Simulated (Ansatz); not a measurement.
The parent structure is BaTiO$_{3}$ (space group R3m, No. 160; a = 5.680 Å, c = 6.995 Å (hexagonal axes)).

Computed with plane-wave PAW DFT at the r2SCAN level (Ansatz, a program for electronic structure, 500 eV), no spin-orbit coupling, earlier PAW set.

Base values:

- Gap between the host's bands: 2.87 eV
- Gap character: indirect, T → Γ

One thing is altered: hole doping at 3.0×10^21 cm⁻³ (0.195 per cell), with a uniform compensating background at fixed cell and a 300 K Fermi–Dirac width.

Estimate the effect on the gap between the host's bands, Fermi level from band edge, gap character and largest internal atomic displacement.

The gap between the host's bands falls by 0.015 eV (2.87 eV → 2.85 eV); the Fermi level relative to the doped band's edge (positive inside the band; to 0.05 eV) amounts to +0.10 eV; the gap character stays indirect, T → Γ; the largest internal atomic displacement comes out as 0.010 Å.

Charged cell with a jellium background: band edges are those of the host's band count, energies are not comparable with the neutral cell, and many-body gap narrowing is missing. Stability against distortions was not tested. All final runs are without spin polarisation. This is not the structure that BaTiO3 has at room temperature and ambient pressure.
